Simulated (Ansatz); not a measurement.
# Tl under a change: Tl → Fe

The parent structure is Tl in the hcp (Mg type) structure (space group P6_3/mmc, No. 194; a = 3.458 Å, c = 5.523 Å).

It is then changed as follows: full substitution Tl → Fe; the structure is relaxed again.

Level of theory: Ansatz (a first-principles code) PBEsol, without spin-orbit coupling. Γ-centred 22×22×12 mesh, Fermi–Dirac width 0.05 eV, for the changed cell.

- Volume per atom = 9.81 Å³ (base 28.60 Å³)
- Density = 9.45 g/cm³ (base 11.87 g/cm³)
- Lattice parameter a = 2.429 Å (base 3.458 Å)
- c/a ratio = 1.582 (base 1.597)
- Space group = P6_3/mmc (No. 194) (base P6_3/mmc (No. 194))
- Shortest interatomic distance = 2.378 Å (base 3.408 Å)
- Band gap = zero (base zero)

Final structure:

```yaml
crystal:
  lattice:
    - [2.42886, 0.00000, 0.00000]
    - [-1.21443, 2.10346, 0.00000]
    - [0.00000, 0.00000, 3.84158]
  atoms:
    - { symbol: Fe, position: [0.33333, 0.66667, 0.75000] }
    - { symbol: Fe, position: [0.66667, 0.33333, 0.25000] }
```

Whether these cells are dynamically stable was not tested. For Fe in this form, whether it has been made was not checked. Seeded moments were not kept for Tl → Fe. The final runs are not spin-polarised. This is not the structure that Fe has at room temperature and ambient pressure.
